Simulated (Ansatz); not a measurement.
**Response to strain in hypothetical CsCl type LaP**

The parent structure is LaP in the CsCl type structure (space group Pm-3m, No. 221; a = 3.6409 Å; a hypothetical phase, not in the database extracts checked; relaxed with 0.1 eV smearing). Axes: x, y, z lie along the cube axes.

Strains are applied to the cell and any free atomic positions relax; under biaxial strain the out-of-plane vector relaxes too.

Levels (all Ansatz, a program for electronic structure, PAW): PBE (420 eV, spin-orbit coupling left out); r2SCAN (500 eV, spin-orbit coupling left out).

The base cell above is that of PBE; each level relaxes its own structures.

Notes on the quantities. energy relative to the base: free energy F.

| case | energy relative to the base, PBE | energy relative to the base, r2SCAN |
|---|---|---|
| biaxial strain −0.79 %, plane normal [001], relaxed out of plane | +1.4 meV/atom | +1.7 meV/atom |
| isotropic strain −3.52 % | +69 meV/atom | +73 meV/atom |
| isotropic strain +1.42 % | +9.7 meV/atom | +10 meV/atom |
| isotropic strain +2.59 % | +31 meV/atom | +33 meV/atom |
| isotropic strain +2.92 % | +39 meV/atom | +42 meV/atom |
| uniaxial strain ε_xx = +3.75 % | +15 meV/atom | +17 meV/atom |
| uniaxial strain ε_zz = +1.02 % | +1.1 meV/atom | +1.3 meV/atom |
| strain tensor (xx, yy, zz, yz, xz, xy) = (+1.51, +0.93, +0.26, +0.10, +1.52, +0.60) % | +3.0 meV/atom | +3.5 meV/atom |
| strain tensor (xx, yy, zz, yz, xz, xy) = (−1.27, +0.38, +0.04, +0.78, −0.33, +0.92) % | +0.8 meV/atom | +1.3 meV/atom |
| strain tensor (xx, yy, zz, yz, xz, xy) = (+1.81, +0.57, −2.06, −0.23, −0.98, +0.08) % | +4.3 meV/atom | +6.3 meV/atom |
| strain tensor (xx, yy, zz, yz, xz, xy) = (+1.63, +0.12, −0.23, +0.92, −1.16, +0.11) % | +1.5 meV/atom | +2.1 meV/atom |

The two levels differ by at most about 4.0 meV/atom. Near ties aside, they put the cases in the same order.

Stability against distortions was not tested. All final runs are without spin polarisation.
